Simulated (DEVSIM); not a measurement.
Structure: GaP p-i-n diode, at 300 K.

```tsv
layer (left to right)	material	thickness (μm)	Nd (cm⁻³)	Na (cm⁻³)	τn (s)	τp (s)
1	GaP	0.100	-	2.9e18	9.2e-7	9.2e-7
2	GaP	8.40	1.1e11	-	9.2e-7	9.2e-6
3	GaP	3.10	8.1e18	-	9.2e-7	9.2e-7
```

Left contact: ohmic. Right contact: ohmic. Voltage is applied to the left contact. Recombination: SRH at mid-gap, radiative. Mobility is constant in doping.

Constants are typed, rounded textbook-type inputs, not results; the design itself was drawn at random and stands for no fabricated device. Values at 300 K.

| parameter | GaP |
|---|---|
| gap (eV) | 2.26 |
| affinity (eV) | 3.8 |
| permittivity | 11.1 |
| Nc (cm⁻³) | 1.8e19 |
| Nv (cm⁻³) | 1.9e19 |
| μn (cm²/Vs) | 250 |
| μp (cm²/Vs) | 150 |
| B (cm³/s) | 1e-13 |

Simulated with DEVSIM: 1D drift-diffusion, Boltzmann statistics, complete ionisation; no tunnelling, impact ionisation, image-force lowering or self-heating.

Question: Give the dark forward current.

Answer: 
```json
[
 {"V (V)": "0.50", "J (A/cm²)": "4.5e-14"},
 {"V (V)": "0.75", "J (A/cm²)": "7.3e-12"},
 {"V (V)": "0.90", "J (A/cm²)": "1.6e-10"},
 {"V (V)": "1.00", "J (A/cm²)": "1.3e-9"},
 {"V (V)": "1.10", "J (A/cm²)": "1.1e-8"},
 {"V (V)": "1.25", "J (A/cm²)": "2.9e-7"},
 {"V (V)": "1.35", "J (A/cm²)": "3.0e-6"},
 {"V (V)": "1.45", "J (A/cm²)": "3.0e-5"},
 {"V (V)": "1.55", "J (A/cm²)": "0.00026"},
 {"V (V)": "1.70", "J (A/cm²)": "0.0095"},
 {"V (V)": "1.80", "J (A/cm²)": "0.25"},
 {"V (V)": "1.90", "J (A/cm²)": "7.8"},
 {"V (V)": "2.05", "J (A/cm²)": "500"},
 {"V (V)": "2.15", "J (A/cm²)": "3700"}
]
```
